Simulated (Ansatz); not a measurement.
How the lattice parameter a of GaAs (model structure, from the NiAs type, P6₃/mmc, No. 194) moves with the method

No measured value is used here.

```json
[
 {"level (code)": "LDA (Ansatz)", "value (Å)": "3.667"},
 {"level (code)": "PBE (Ansatz)", "value (Å)": "?"},
 {"level (code)": "PBEsol (Ansatz)", "value (Å)": "3.700"},
 {"level (code)": "PBE-D3(BJ) (Ansatz)", "value (Å)": "3.708"},
 {"level (code)": "r²SCAN (Ansatz)", "value (Å)": "3.738"},
 {"level (code)": "r²SCAN+rVV10 (Ansatz)", "value (Å)": "?"}
]
```

**Question.** What belongs in the gaps?

**Answer.** 
- PBE (Ansatz, a first-principles code), value (Å): 3.769
- r²SCAN+rVV10 (Ansatz), value (Å): 3.720

Cutoffs differ between the levels. Ansatz's density-functional and Hartree–Fock values are scalar-relativistic unless marked +SOC, with PAW data made under PBE.

A model structure was made by putting elements into a prototype or built by hand; it is no filed structure, need not be a known phase, and can be a saddle point held by its symmetry.
